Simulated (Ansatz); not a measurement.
Base system: SiO2 (space group P3_221, No. 154; a = 5.022 Å, c = 5.510 Å). Axes: x lies along a and z along c of the hexagonal cell.

All numbers come from PBE, PAW, 420 eV (Ansatz, an electronic-structure program; spin-orbit coupling left out).

One thing is altered: an isotropic linear strain of −2.25 %, atoms relaxed at fixed cell.

Predict the stress tensor and what it implies for the stiffness.

Stress of the strained cell less that of the base (GPa, compression positive):
```
   2.46    0.00    0.00
   0.00    2.46    0.00
   0.00    0.00    2.98
```

Then B = −ΔP/(ΔV/V₀) with ΔV/V₀ = -0.0660 gives secant stiffness values (nonlinear terms included at this strain): B (at held cell shape, above the free-shape value) ≈ 40 GPa.

As a check, the harmonic strain energy −½ V₀ Δσ:ε is 7.4 meV/atom; the computed energy rise is 6.8 meV/atom.

Stability against distortions was not tested.
